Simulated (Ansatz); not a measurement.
Ansatz (a program for electronic structure) run on CaCoF₆ (R-3, 8 atoms in the cell): relaxation of cell and atoms.

Computed with PBEsol, PAW files made with PBE (plane waves; Ansatz).

```
CaCoF6
1.0
    2.62127     1.51339     4.73556
   -2.62127     1.51339     4.73556
    0.00000    -3.02678     4.73556
Ca Co F
1 1 6
Cartesian
  0.00000   0.00000   7.10334
  0.00000   0.00000   0.00000
 -0.73148   1.70988   8.40414
  0.73148  -1.70988   5.80254
 -1.11506  -1.48842   8.40414
  1.11506   1.48842   5.80254
  1.84654  -0.22146   8.40414
 -1.84654   0.22146   5.80254
```
Moments meant for the start (each program seeds them in its own way; μB, in the order of the atoms Ca Co F F F F F F): 0.0 3.0 0.0 0.0 0.0 0.0 0.0 0.0.

Reference input (self-consistent single point, DFT, PBEsol, plane waves, PAW files made with PBE): basis.ecutwfc = 30.9 Ry; kpoints.mp_grid.grid = 4 4 4; hamiltonian.xc = pbesol; hamiltonian.pseudopotentials = {kind: paw} (the program's default PAW files); magnetization.spin_polarized = true; scf.occupations.method = fermi_dirac; scf.occupations.width = 0.0037 Ry. This run's input differs from it in these lines:

```diff
@@ -25,2 +25,4 @@
   occupations: { method: fermi_dirac, width: 0.0037 Ry }
+relax:
+  cell: {}
 output:
```

Output, abridged:

```
   [... SCF lines of the steps left out ...]
relax step   1: F+E_penalty+E_count = -11692.46477898 eV  Δ(F+E_penalty+E_count) = +0.000e0 eV  max|allowed force component| = 9.283e-1 eV/Å  Δτ_max = 0.0000 Å  P = -6.520 GPa  Ω = 112.716 Å³  (16 SCF iters, dr2 threshold 1.00e-7 eV, accepted)
relax step   2: F+E_penalty+E_count = -11692.63803132 eV  Δ(F+E_penalty+E_count) = -1.733e-1 eV  max|allowed force component| = 5.421e-1 eV/Å  Δτ_max = 0.0162 Å  P = -3.616 GPa  Ω = 109.799 Å³  energy of the carried Pulay correction = +7.577e-3 eV  [...]
   [... lines left out ...]
relax step   7: F+E_penalty+E_count = -11692.70446115 eV  Δ(F+E_penalty+E_count) = -2.318e-3 eV  max|allowed force component| = 5.648e-3 eV/Å  Δτ_max = 0.0098 Å  P = -0.013 GPa  Ω = 107.258 Å³  energy of the carried Pulay correction = +1.928e-3 eV  [...]
relax step   8: F+E_penalty+E_count = -11692.70273930 eV  Δ(F+E_penalty+E_count) = +1.722e-3 eV  max|allowed force component| = 5.707e-3 eV/Å  Δτ_max = 0.0000 Å  P = -0.035 GPa  Ω = 107.258 Å³  stress off target by 3.61e-2 GPa  SCF on the basis [...]
basis re-selected at this cell: Δ(F+E_penalty+E_count) = +1.722e-3 eV, ΔP = -0.023 GPa vs the last step
the relaxation is at rest under the 6 symmetry operations that the run kept from its start: a minimum is not shown …
the relaxation's final electronic state is not compared with the one that a single-point calculation of its input finds at the relaxed geometry …
Magnetization: 1.0000 μB (35.0000 up, 34.0000 down)
   [... lines left out ...]
Absolute magnetization: 1.0695 μB (∫|ρ↑−ρ↓|, with the PAW one-centre terms)
Free energy (F): -11692.702739 eV
Fermi energy:    2.666287 eV
  cell:  # Å, volume = 107.2580 Å³
   [... lines left out ...]
    - { symbol: F, position: [0.20902145408446893, 0.6460060478169393, 0.9225895349395066] }
    - { symbol: F, position: [0.790978545915531, 0.3539939521830607, 0.07741046506049337] }
    - { symbol: F, position: [0.9225895349395066, 0.20902145408446898, 0.6460060478169393] }
    - { symbol: F, position: [0.07741046506049332, 0.790978545915531, 0.3539939521830606] }
```

The run converged.  The full log also holds: “iter 8 did not close the SCF: its close was put off for a magnetic moment that had not settled (scf_convergence_deferred on its scf_iter line)”. The full log also holds: “iter 7 did not close the SCF: its close was put off for a magnetic moment that had not settled (scf_convergence_deferred on its scf_iter line)”.

Summary of the result:
- Free energy E − TS (on the zero of these files) = -11692.7027 eV
- Fermi level (on the code's own zero) = 2.67 eV
- Pressure = -0.04 GPa
- Largest force (vector length) = 0.007 eV/Å
- Size of the cell's spin moment = 1.00 μB
- Final cell = a = b = c = 5.5154 Å, α = β = γ = 55.86°
- Final volume per atom = 13.41 Å³
- Relaxation steps = 8

The starting cell comes from a database of computed structures (which also holds hypothetical and non-ambient phases and stackings), without a prior relaxation at this level. The moments shrank to a small part of their start, a low-spin state that need not be the lowest. The relaxation keeps the symmetry of its start, so its end need not be a minimum. Ansatz's pressure includes its estimate of the finite-basis (Pulay) stress.

Cost on one core of a shared machine: roughly 80 s.

Keys are those of Ansatz 0.2.
